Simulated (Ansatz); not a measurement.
Take Ru in the hcp (Mg type) structure (space group P6_3/mmc, No. 194; a = 2.705 Å, c = 4.260 Å) as the base.

Structures relaxed with r2SCAN/PAW in Ansatz (a first-principles code), no spin-orbit coupling.

Base:

Simulated powder pattern, Co Kα, λ = 1.79026 Å (kinematic, ideal powder, no thermal factors, no anomalous dispersion; the 8 strongest lines at most, above 2 %, up to 2θ = 90°):

```json
[
 {"2θ (°)": "44.94", "I/Imax (%)": "25", "hkl": "(100)"},
 {"2θ (°)": "49.70", "I/Imax (%)": "25", "hkl": "(002)"},
 {"2θ (°)": "51.71", "I/Imax (%)": "100", "hkl": "(101)"},
 {"2θ (°)": "69.23", "I/Imax (%)": "14", "hkl": "(102)"},
 {"2θ (°)": "82.90", "I/Imax (%)": "17", "hkl": "(110)"}
]
```

The change: a hydrostatic pressure of 15 GPa.

Problem. How do the reflections move or split?

Solution. 
Simulated powder pattern, Co Kα, λ = 1.79026 Å (kinematic, ideal powder, no thermal factors, no anomalous dispersion; the 8 strongest lines at most, above 2 %, up to 2θ = 90°):

```tsv
2θ (°)	I/Imax (%)	hkl
45.61	25	(100)
50.35	25	(002)
52.48	100	(101)
70.27	14	(102)
84.34	17	(110)
```

The indices refer to the base's conventional cell; one index is shown for lines that coincide.

Load acts through the strain it causes; cell and atoms are relaxed under it. Whether these cells are dynamically stable was not tested. No other phases were tried under pressure. All final runs are without spin polarisation.
